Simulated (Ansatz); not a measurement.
A periodic model of amorphous Si26O36C8:

```
C4O18Si13
1.0
   10.19413     0.00000     0.00000
    0.00000    10.19413     0.00000
    0.00000     0.00000    10.19413
Si O C
26 36 8
Cartesian
  9.03901   6.18077   7.55870
  7.80322   4.39545   1.11100
  0.76258   9.12337   9.25696
  5.16325   5.07294   4.16291
  8.99045   7.07695  10.00109
  1.69080   8.65921   3.25032
  8.48373   1.74395   0.87433
  6.07670   2.60966   5.37398
  3.82012   4.25614   1.57542
  8.22071   6.40524   4.61104
  1.47277   2.36933   1.06770
  4.44983   8.49824   2.24472
  9.63945   1.13951   7.01127
  4.68197   1.79862   7.72822
  6.32996   2.91802   9.87865
  2.16370   3.42893   4.12975
  8.77411   8.60272   2.51793
  6.98775   9.05728   7.11893
  7.57565   3.40786   7.84835
  2.32893   2.18855   6.92494
  0.91922   6.17955   5.28734
  3.21773   0.84346   2.47403
  3.87474   7.56692   5.13852
  2.75273   9.20489   7.06995
  3.29054   3.69107   9.51180
  8.09311   0.54212   4.58099
  6.79107   3.66810   6.39639
  1.98594   0.09143   3.38175
  0.32698   7.67743   9.88559
  0.39713   6.18478   6.86175
  5.36433   1.45118   6.26148
  9.77577   5.92362   4.37200
  4.51324   6.06359   5.29730
  3.15454   0.64257   7.11925
  2.78701   8.09040   2.16747
  1.58523   8.81196   5.96280
  4.67453   8.33609   3.94463
  5.73643   1.44453   8.88896
  7.18666   5.07112   2.49885
  4.28878   5.27382   2.78769
  8.39403   1.98795   7.62090
  1.84870   4.87340   4.77511
  8.07352   6.70856   6.25330
  0.80204   1.95392   7.36966
  8.34752   8.18052   0.97220
  4.04533   8.33710   6.59742
  3.05250   5.08629   0.32888
  2.24236   8.91683   8.57799
  9.46690   1.02934   5.35864
  8.44790   9.13830   8.08070
  8.77988   5.61690   0.51004
  8.90304   3.20814   1.59591
  4.92622   3.47546   4.56064
  0.18969   8.42408   2.67116
  7.43549   9.66084   5.62226
  2.25263   2.31844   5.26622
  8.37309  10.15309   3.04292
  7.10596   1.84083   4.35870
  8.69147   4.61465   7.87703
  2.29838   0.73263   0.72430
  1.70226   3.12536   9.86501
  8.03333   7.72427   3.66551
  2.54101   2.94490   2.45912
  6.95436   5.30458   3.81977
  4.74487   3.24670   0.43063
  9.66759   9.75957   8.01524
  3.52018   3.15457   7.80409
  1.95277   7.77442   4.94449
  0.06914   1.18894   0.85176
  0.96871   0.27604   0.39995
```

Methods: PBE, scalar-relativistic without spin-orbit coupling (Ansatz, a quantum-chemistry and plane-wave program); r2SCAN, scalar-relativistic without spin-orbit coupling (Ansatz). Neutral PBE cell, which sets geometry, pressure and energy: sampling: a 2×2×2 Γ-centred mesh; Fermi-Dirac width 0.01 eV; collinear spin, started from moments on atoms. In the spin-polarised cell the level spacing at the Fermi energy can part levels of unlike spin.

The cell was made by melting and quenching with the CHGNet potential and then relaxed with DFT. O atoms were pushed apart under 1.9 Å during the dynamics, to hinder bonds among them. The hot cell started wider than the set density and was brought back towards it in steps. It is the lowest in DFT energy of 2 quenches. It is a model cell: composition and starting density were chosen by hand, and all elements were melted together. No dispersion term was used. Its density started from a set value of 2.20 and ended at 2.20 g/cm³. Cooling (nominally 400 K/ps over its main leg) ran many orders faster than in experiment, which tends to leave more defects and strain. Values belong to this one cell and scatter from quench to quench. The volume was held where the preparation left it. Cycles of charging lowered its energy after that relaxation.

Task: Give the pressure, the energy against reference phases and the spacing of the highest filled and lowest empty levels.

Result: 
```yaml
Pressure on a 2×2×2 Γ-centred mesh: -0.38 GPa
Largest force and stress component on that mesh (the relaxation ran on the zone centre alone): 0.10 eV/Å and 2.4 GPa
Energy relative to alpha cristobalite + 6H silicon carbide (lowest mix at this level among the phases computed, not always the ambient ones): 0.541 eV/atom
Level spacing at the Fermi energy on a 2×2×2 Γ-centred mesh (PBE): 0.74 eV
Level spacing at the Fermi energy at the zone centre (PBE): 0.78 eV
Level spacing at the Fermi energy at the zone centre (r2SCAN): 1.08 eV
Distance between the nearest levels spread over more than a fifth of the atoms or a third of the atoms of their main element (six at least) (PBE, zone centre): 2.40 eV
net_moment: 0.00 μB (unpaired spins of both signs, a broken-symmetry state)
```

Task: At PBE and the zone centre, how localised are the states just below and above the Fermi level (participation number: the atoms over which a state spreads)?

Result: The highest filled state is spread over 4.4 atoms' worth, largest on C65, with weights by element (charge in smoothed Voronoi cells) C 0.52, Si 0.29, O 0.19. The lowest empty state is spread over 4.2 atoms' worth, largest on C66, with weights by element (charge in smoothed Voronoi cells) C 0.54, O 0.26, Si 0.20.

At PBE the levels at both edges of the gap are localised (band-tail or defect states), and the nearest spread-out levels lie 2.4 eV apart at the zone centre.

Bonds are counted up to Si-Si 2.60 Å, Si-O 2.14 Å, Si-C 2.19 Å, O-O 1.58 Å, O-C 1.68 Å, C-C 1.78 Å. Two cations that share two anions don't count as bonded, nor two that share one unless they lie closer than Si-Si 2.38 Å, Si-C 2.00 Å, C-C 1.63 Å.

Added carriers, by PBE, scalar-relativistic without spin-orbit coupling run with Ansatz on the zone centre alone. Charged cells keep the cell fixed and stand in a uniform background, with no image correction, at a width of 0.01 eV; where the count is odd the moment is locked at 1 μB, unless the neutral cell bore moments. Each starts from the undistorted neutral geometry alone. PBE's self-interaction favours spread-out carriers, so it can miss traps that a hybrid finds.

Task: What happens at PBE when the cell takes an extra electron and the atoms relax?

Result: Relaxation lowers the charged cell by 0.31 eV. The largest moves are O50 0.17 Å, Si18 0.10 Å, Si13 0.10 Å, Si3 0.09 Å. The neutral cell had unpaired spins already, so no single level is told as the carrier's. No bond crosses its cut-off with a change of over 0.15 Å. Made neutral again at that geometry, the cell lies +0.43 eV from the neutral start.

Task: What happens at PBE when the cell takes a hole and the atoms relax?

Result: Relaxation lowers the charged cell by 0.34 eV. The largest moves are O47 0.22 Å, Si7 0.14 Å, Si12 0.13 Å, Si15 0.13 Å. The neutral cell had unpaired spins already, so no single level is told as the carrier's. Bonds formed: Si7-Si15. Made neutral again at that geometry, the cell lies +0.35 eV from the neutral start.

Ahead of the cycles of charging, a PBE run started with 1 μB on atoms that lack a bond or may hold spare charge kept moments and lay lower, so the cell was relaxed again with them.
